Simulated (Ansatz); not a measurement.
System: P-vacancy pair (P on one host Si site, one Si site vacant) in silicon (charge state +1). Calculation: PBE, PAW (plane waves to 420 eV; Ansatz, a quantum-chemistry and plane-wave program).

216-site cell at the relaxed PBE lattice, one k-point at (0.250, 0.250, 0.250), smearing 0.01 eV, spin-restricted, no finite-size correction. Energies are static. The charge state is imposed; whether it is stable for some Fermi level was not computed. Forms of the defect that were not tried may lie lower.

Barriers: single points on a 2×2×2 k-point mesh shifted by half a step at the bands' geometries (they differ from the bands' own by up to 0.09 eV, and are uncertain by about as much).

Relaxed starting cell (atoms counted from 1):

```
CELL_PARAMETERS angstrom
     16.41000     0.00000     0.00000
      0.00000    16.41000     0.00000
      0.00000     0.00000    16.41000
ATOMIC_POSITIONS crystal
  P  0.00273 0.00275 0.16940
  Si 0.00014 0.00025 0.50007
  Si 0.99954 0.99961 0.83330
  Si 0.00012 0.33349 0.16682
  Si 0.00017 0.33339 0.50002
  Si 0.99985 0.33219 0.83427
  Si 0.99953 0.66665 0.16624
  Si 0.99985 0.66762 0.49884
  Si 0.99960 0.66646 0.83308
  Si 0.33333 0.00025 0.16687
  Si 0.33338 0.00020 0.50009
  Si 0.33213 0.99993 0.83429
  Si 0.33334 0.33341 0.16685
  Si 0.33381 0.33388 0.50052
  Si 0.33310 0.33315 0.83402
  Si 0.33213 0.66763 0.16657
  Si 0.33311 0.66736 0.49981
  Si 0.33287 0.66668 0.83332
  Si 0.66661 0.99961 0.16625
  Si 0.66759 0.99994 0.49883
  Si 0.66639 0.99967 0.83310
  Si 0.66758 0.33219 0.16656
  Si 0.66733 0.33314 0.49978
  Si 0.66661 0.33293 0.83331
  Si 0.66637 0.66647 0.16631
  Si 0.66662 0.66668 0.49957
  Si 0.66614 0.66621 0.83285
  Si 0.08240 0.24608 0.08758
  Si 0.08562 0.25037 0.41695
  Si 0.08333 0.24991 0.75026
  Si 0.08309 0.58331 0.08333
  Si 0.08333 0.58361 0.41656
  Si 0.08305 0.58328 0.74993
  Si 0.07665 0.91768 0.08433
  Si 0.08238 0.92086 0.41276
  Si 0.08309 0.91671 0.74995
  Si 0.41608 0.24948 0.08404
  Si 0.41794 0.25095 0.41759
  Si 0.41683 0.25004 0.75069
  Si 0.41585 0.58347 0.08364
  Si 0.41683 0.58404 0.41668
  Si 0.41646 0.58348 0.75012
  Si 0.41634 0.91664 0.08327
  Si 0.41610 0.91740 0.41613
  Si 0.41586 0.91700 0.75013
  Si 0.75152 0.24842 0.08358
  Si 0.75077 0.24936 0.41599
  Si 0.75044 0.24962 0.75015
  Si 0.74945 0.58268 0.08315
  Si 0.75043 0.58350 0.41626
  Si 0.74995 0.58302 0.74966
  Si 0.74867 0.91566 0.08231
  Si 0.75153 0.91698 0.41506
  Si 0.74948 0.91652 0.74930
  Si 0.99977 0.16372 0.00225
  Si 0.00981 0.16459 0.33104
  Si 0.00012 0.16648 0.66684
  Si 0.99983 0.49977 0.00006
  Si 0.00012 0.50020 0.33311
  Si 0.99989 0.49982 0.66646
  Si 0.99808 0.83241 0.99906
  Si 0.99976 0.83557 0.33036
  Si 0.99983 0.83346 0.66638
  Si 0.33091 0.16651 0.00240
  Si 0.33503 0.16786 0.33447
  Si 0.33362 0.16677 0.66738
  Si 0.33282 0.49977 0.00027
  Si 0.33363 0.50074 0.33341
  Si 0.33324 0.50023 0.66688
  Si 0.33261 0.83355 0.00019
  Si 0.33099 0.83566 0.33320
  Si 0.33283 0.83363 0.66643
  Si 0.66701 0.16611 0.00020
  Si 0.66686 0.16633 0.33297
  Si 0.66751 0.16657 0.66620
  Si 0.66625 0.49931 0.99987
  Si 0.66749 0.49956 0.33320
  Si 0.66663 0.49978 0.66641
  Si 0.66543 0.83254 0.99918
  Si 0.66703 0.83358 0.33276
  Si 0.66626 0.83323 0.66595
  Si 0.08363 0.08369 0.58332
  Si 0.08292 0.08299 0.91675
  Si 0.08362 0.41668 0.25032
  Si 0.08386 0.41673 0.58337
  Si 0.08292 0.41528 0.91805
  Si 0.08293 0.75008 0.24964
  Si 0.08292 0.75139 0.58195
  Si 0.08281 0.74990 0.91653
  Si 0.41660 0.08368 0.25033
  Si 0.41670 0.08392 0.58341
  Si 0.41518 0.08301 0.91811
  Si 0.41667 0.41673 0.25056
  Si 0.41705 0.41710 0.58374
  Si 0.41643 0.41649 0.91714
  Si 0.41522 0.75141 0.24964
  Si 0.41644 0.75050 0.58314
  Si 0.41601 0.75007 0.91671
  Si 0.75007 0.08299 0.24963
  Si 0.75143 0.08302 0.58185
  Si 0.74984 0.08287 0.91655
  Si 0.75139 0.41524 0.24963
  Si 0.75043 0.41648 0.58313
  Si 0.74999 0.41608 0.91670
  Si 0.74983 0.74990 0.24952
  Si 0.75000 0.75007 0.58271
  Si 0.74940 0.74947 0.91611
  Si 0.16363 0.99985 0.00228
  Si 0.16484 0.00913 0.33169
  Si 0.16641 0.00019 0.66685
  Si 0.16647 0.33107 0.00231
  Si 0.16781 0.33517 0.33453
  Si 0.16670 0.33368 0.66738
  Si 0.16605 0.66706 0.00019
  Si 0.16627 0.66689 0.33298
  Si 0.16652 0.66754 0.66625
  Si 0.49968 0.99989 0.00009
  Si 0.50014 0.00019 0.33312
  Si 0.49979 0.99995 0.66649
  Si 0.49970 0.33286 0.00028
  Si 0.50066 0.33366 0.33340
  Si 0.50018 0.33329 0.66687
  Si 0.49924 0.66633 0.99988
  Si 0.49955 0.66754 0.33322
  Si 0.49972 0.66669 0.66642
  Si 0.83238 0.99815 0.99907
  Si 0.83561 0.99988 0.33035
  Si 0.83337 0.99991 0.66639
  Si 0.83347 0.33269 0.00018
  Si 0.83569 0.33100 0.33313
  Si 0.83357 0.33286 0.66639
  Si 0.83246 0.66549 0.99917
  Si 0.83348 0.66706 0.33276
  Si 0.83316 0.66632 0.66595
  Si 0.25027 0.25041 0.25233
  Si 0.25091 0.25098 0.58468
  Si 0.24930 0.24937 0.91745
  Si 0.24985 0.58362 0.25005
  Si 0.24998 0.58404 0.58354
  Si 0.24956 0.58351 0.91714
  Si 0.24595 0.92093 0.24913
  Si 0.24943 0.91739 0.58282
  Si 0.24836 0.91696 0.91823
  Si 0.58357 0.24990 0.25004
  Si 0.58399 0.25003 0.58351
  Si 0.58346 0.24962 0.91715
  Si 0.58324 0.58328 0.24976
  Si 0.58342 0.58349 0.58316
  Si 0.58295 0.58302 0.91666
  Si 0.58325 0.91671 0.24980
  Si 0.58343 0.91701 0.58256
  Si 0.58259 0.91652 0.91619
  Si 0.92102 0.24596 0.24913
  Si 0.91734 0.24948 0.58277
  Si 0.91686 0.24842 0.91821
  Si 0.91663 0.58331 0.24979
  Si 0.91692 0.58346 0.58256
  Si 0.91644 0.58267 0.91616
  Si 0.91764 0.91768 0.24336
  Si 0.91654 0.91664 0.58307
  Si 0.91560 0.91565 0.91536
  Si 0.16447 0.16486 0.17619
  Si 0.16778 0.16790 0.50177
  Si 0.16626 0.16634 0.83355
  Si 0.16641 0.50021 0.16683
  Si 0.16670 0.50074 0.50034
  Si 0.16651 0.49959 0.83418
  Si 0.16363 0.83559 0.16648
  Si 0.16649 0.83563 0.49775
  Si 0.16605 0.83357 0.83372
  Si 0.50014 0.16647 0.16683
  Si 0.50066 0.16677 0.50031
  Si 0.49952 0.16657 0.83420
  Si 0.49977 0.49983 0.16660
  Si 0.50019 0.50023 0.49993
  Si 0.49972 0.49978 0.83333
  Si 0.49967 0.83346 0.16655
  Si 0.49972 0.83364 0.49952
  Si 0.49925 0.83322 0.83298
  Si 0.83559 0.16372 0.16649
  Si 0.83574 0.16651 0.49757
  Si 0.83349 0.16611 0.83371
  Si 0.83336 0.49977 0.16653
  Si 0.83356 0.49976 0.49951
  Si 0.83316 0.49931 0.83295
  Si 0.83237 0.83242 0.16480
  Si 0.83348 0.83356 0.49932
  Si 0.83247 0.83253 0.83213
  Si 0.24579 0.08255 0.08775
  Si 0.25034 0.08572 0.41709
  Si 0.24985 0.08341 0.75027
  Si 0.24942 0.41617 0.08403
  Si 0.25091 0.41806 0.41762
  Si 0.24998 0.41688 0.75069
  Si 0.24836 0.75156 0.08357
  Si 0.24931 0.75077 0.41603
  Si 0.24956 0.75051 0.75017
  Si 0.58325 0.08315 0.08335
  Si 0.58356 0.08341 0.41655
  Si 0.58325 0.08312 0.74994
  Si 0.58341 0.41591 0.08364
  Si 0.58398 0.41686 0.41666
  Si 0.58342 0.41653 0.75012
  Si 0.58258 0.74956 0.08316
  Si 0.58347 0.75052 0.41626
  Si 0.58296 0.75002 0.74966
  Si 0.91765 0.07671 0.08434
  Si 0.92112 0.08257 0.41246
  Si 0.91663 0.08316 0.74995
  Si 0.91652 0.41648 0.08323
  Si 0.91733 0.41614 0.41612
  Si 0.91692 0.41591 0.75010
  Si 0.91559 0.74871 0.08230
  Si 0.91685 0.75155 0.41507
  Si 0.91645 0.74955 0.74929
```
Cell charge +1.

End state 1 differs by these moves (Å; atoms that move under 0.08 Å are left out):

```tsv
atom	element	Δx	Δy	Δz
1	P	-0.04	-0.09	-0.03
29	Si	-0.35	0.03	-0.28
34	Si	0.10	-0.04	-0.02
35	Si	0.04	-0.11	0.08
46	Si	0.08	0.00	0.09
56	Si	0.89	-1.35	-1.12
66	Si	-0.06	0.01	-0.07
109	Si	-0.04	-0.16	0.00
135	Si	-0.08	-0.02	-0.02
136	Si	-0.12	-0.03	-0.12
141	Si	0.05	-0.07	0.01
153	Si	0.24	0.07	0.34
159	Si	-0.03	-0.06	0.07
162	Si	-0.13	-0.02	-0.03
163	Si	-0.21	0.03	-0.21
169	Si	0.02	-0.07	0.05
180	Si	0.16	0.07	0.21
181	Si	0.09	-0.01	-0.10
190	Si	-0.08	-0.02	-0.04
207	Si	0.01	0.10	0.05
208	Si	0.11	-0.01	-0.15
211	Si	-0.03	0.08	0.04
```

What is the computed forward and backward barriers to end state 1 (PBE, PAW)?

forward 0.76 eV, backward 0.18 eV; at the saddle point atom 56 has neighbours P at 2.51; Si at 2.48, Si at 2.55, Si at 2.90, Si at 3.13 Å. The saddle point's order was not checked.

End state 2 differs by these moves (Å; atoms that move under 0.08 Å are left out):

| atom | element | Δx | Δy | Δz |
|---|---|---|---|---|
| 1 | P | 1.28 | 1.28 | 1.28 |

Give the forward and backward barriers to end state 2 at the level PBE, PAW.

forward 1.43 eV, backward 1.43 eV; at the saddle point atom 1 has neighbours 2 Si at 2.73, Si at 2.77, Si at 2.78, 2 Si at 2.80 Å. The saddle point's order was not checked, and it lies on a symmetry element of the cell, where a band can be held.
